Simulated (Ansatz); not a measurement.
**A computed series for Ta: response to strain**

Start from Ta in the bcc (W type) structure (space group Im-3m, No. 229; a = 3.306 Å; relaxed with 0.1 eV smearing). Axes: x, y, z lie along the cube axes.

Strains are applied to the cell and any free atomic positions relax; under biaxial strain the out-of-plane vector relaxes too.

Calculations: Kohn–Sham DFT with the r2SCAN functional, run in Ansatz (a quantum-chemistry and plane-wave program) with PAW and 500 eV plane waves, scalar-relativistic without spin-orbit coupling.

```tsv
biaxial strain, plane normal [111], relaxed out of plane (%)	out-of-plane strain (%)
-2.5	2.62
-2.08	2.15
-1.67	1.71
-1.25	1.27
-0.83	0.84
-0.42	?
0	0.00
```

Q: Fit ε⊥ = −νε + γε² (strains in %) to the rows shown and predict the withheld row.

A: Least squares on the printed values gives ν = 0.98 (the biaxial Poisson response) and γ = 0.025 (largest residual 0.01 %); this predicts 0.42 %, and the run gives 0.43 %, in agreement.

Stability against distortions was not tested. The final runs are not spin-polarised.
